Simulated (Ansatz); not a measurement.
# Hf2Si (I4/mcm, No. 140, 6 atoms in the cell; start mp-9938)

Method: r²SCAN (Ansatz, a first-principles code, plane waves, PAW).

Run with plane-wave cutoff 500 eV, 10×10×10 k mesh, Fermi–Dirac smearing 0.05 eV, scalar-relativistic PAW data made under PBE.

Cell (relaxed at this level):

```xyz
6
Lattice="-3.2797 3.2797 2.5840 3.2797 -3.2797 2.5840 3.2797 3.2797 -2.5840" Properties=species:S:1:pos:R:3 pbc="T T T"
Hf     1.0271     2.2527     2.5840
Hf     2.2527     1.0271     0.0000
Hf     1.0271     4.3068     0.0000
Hf     2.2527    -1.0271     2.5840
Si     0.0000     0.0000     3.8760
Si     0.0000     0.0000     1.2920
```

- band gap = zero (no gap)

Note: the relaxation could not lower the start's symmetry, so the cell can be a saddle point above a distorted one.

Spin–orbit coupling is not included.

It cost around 10 core-minutes (rough) of CPU time.

A start named mp-… is a Materials Project structure, which need not be a measured phase.
